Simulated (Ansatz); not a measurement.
Cubic perovskite CsHgCl3, treated with rVV10 (Ansatz, a quantum-chemistry and plane-wave program, PAW).

Run with plane-wave cutoff 520 eV, 10×10×10 k mesh, Fermi–Dirac smearing 0.05 eV, scalar-relativistic PAW data made under PBE.

Energies at three volumes about the minimum:

```tsv
V (Å³/atom)	E − E_lowest (meV/atom)
30.054	1.32
30.667	0.00
31.281	1.23
```

Problem. Fit a parabola by hand: where is the minimum, what lattice constant follows, and what is the bulk modulus?

Solution. Slopes: (0.00 − 1.32)/(30.667 − 30.054) = -2.153 and (1.23 − 0.00)/(31.281 − 30.667) = 2.003 meV/Å³. Curvature E″ = 2 × (2.003 − (-2.153))/(31.281 − 30.054) = 6.774 meV/Å⁶. From the middle of the first interval, the slope vanishes at V0 = 30.3605 − (-2.153)/6.774 = 30.678 Å³/atom. B = V0 E″ = 30.678 × 6.774 meV/Å³ × 0.1602 GPa per meV/Å³ = 33.3 GPa. With 5 atoms in the cube, a = (5 × 30.678)^(1/3) = 5.353 Å. The full Birch–Murnaghan fit to all volumes gives V0 = 30.665 Å³/atom and B0 = 33.3 GPa.

Measured, for comparison: equilibrium volume per atom 31.67 Å³/atom (temperature not stated, not corrected to a static lattice; as tabulated in Moreira and Dias (2007), arXiv:cond-mat/0703451). Computed (rounded) less measured: equilibrium volume per atom -3.2 %.

Note: the relaxation could not lower the start's symmetry, so the cell can be a saddle point above a distorted one.
